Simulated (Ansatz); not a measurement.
**HgS (model structure, started from the cinnabar type, P3₂21, No. 154, 6 atoms in the cell)**

Method: LDA in Ansatz (PAW).

Run with plane-wave cutoff 520 eV, 12×12×4 k mesh (along the axes of the cell as run), Fermi–Dirac smearing 0.01 eV, scalar-relativistic PAW data made under PBE.

Cell (relaxed at this level):

```
CELL_PARAMETERS angstrom
      4.03743     0.00000     0.00000
     -2.01871     3.49651     0.00000
      0.00000     0.00000     9.28410
ATOMIC_POSITIONS crystal
  Hg 0.68908 0.00000 0.66667
  Hg 0.00000 0.68908 0.33333
  Hg 0.31092 0.31092 0.00000
  S  0.51701 0.00000 0.16667
  S  0.00000 0.51701 0.83333
  S  0.48299 0.48299 0.50000
```

band gap: 0.99 eV (on the SCF k mesh)
bulk modulus B0: 36.3 GPa

Note: the bulk modulus is −V dP/dV from two relaxed cells at ±2 % in volume.

Spin–orbit coupling is not included.

Computed values are for the static lattice.

A model structure was made by putting elements into a prototype or built by hand; here it ended with the formula and space group of a phase in our tables.

Ansatz is a quantum-chemistry and plane-wave program.
